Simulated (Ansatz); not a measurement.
System: NH4Br (P4/nmm, No. 129; cell taken from a computed entry). Method: LDA (Ansatz, a quantum-chemistry and plane-wave program, PAW).

Numerical settings: plane-wave cutoff 500 eV, 8×8×10 k mesh (along the axes of the cell as run), gaussian smearing 0.02 eV, scalar-relativistic PAW data made under PBE.

Cell (relaxed at this level):

Space group P4/nmm, origin choice 1 (No. 129); a = 5.533 Å, b = 5.533 Å, c = 3.946 Å, α = 90.00°, β = 90.00°, γ = 90.00°

| atom | site | symmetry | x | y | z |
|---|---|---|---|---|---|
| H | 8i | .m. | 0.1552 | 0.0000 | 0.1533 |
| Br | 2c | 4mm | 0.5000 | 0.0000 | 0.4696 |
| N | 2a | -4m2 | 0.0000 | 0.0000 | 0.0000 |

**Question.** What does this level give for the band gap?

**Answer.** 
* **band gap**: 4.43 eV (on the SCF k mesh)

Note: the relaxation could not lower the start's symmetry, so the cell can be a saddle point above a distorted one.

Spin–orbit coupling is not included.

The computed numbers hold no vibrational or temperature effects.

Computing time: around 100 core-seconds (rough).
